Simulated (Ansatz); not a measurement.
System: SiO2 (I-42d, No. 122, 6 atoms in the cell; start mp-546794; a measured phase of this formula has another space group). Method: PBEsol in Ansatz (PAW).

Numerical settings: plane-wave cutoff 520 eV, 10×10×10 k mesh, Fermi–Dirac smearing 0.01 eV, scalar-relativistic PAW data made under PBE.

Computed at the level's own relaxed cell.

```xyz
6
Lattice="-2.4918 2.4918 3.6686 2.4918 -2.4918 3.6686 2.4918 2.4918 -3.6686" Properties=species:S:1:pos:R:3 pbc="T T T"
Si     0.0000     0.0000     0.0000
Si     0.0000     2.4918     1.8343
O      0.4790     1.2459     0.9172
O     -1.2459     2.0128     2.7515
O     -0.4790     3.7376     0.9172
O      1.2459     2.9707     2.7515
```

**Question.** List the 20 lowest band energies at Γ above −25 eV (eV, relative to the valence band maximum), grouping those that round alike.

**Answer.** At Γ: -19.08, -17.00 (×2), -16.94, -9.22, -5.51 (×2), -5.23, -2.53, -2.09, -1.59 (×2), -1.54, -0.69, 0.00 (×2), 5.81, 8.67, 10.40 (×2).

A start named mp-… is a Materials Project structure, which need not be a measured phase.

Ansatz is a first-principles code.
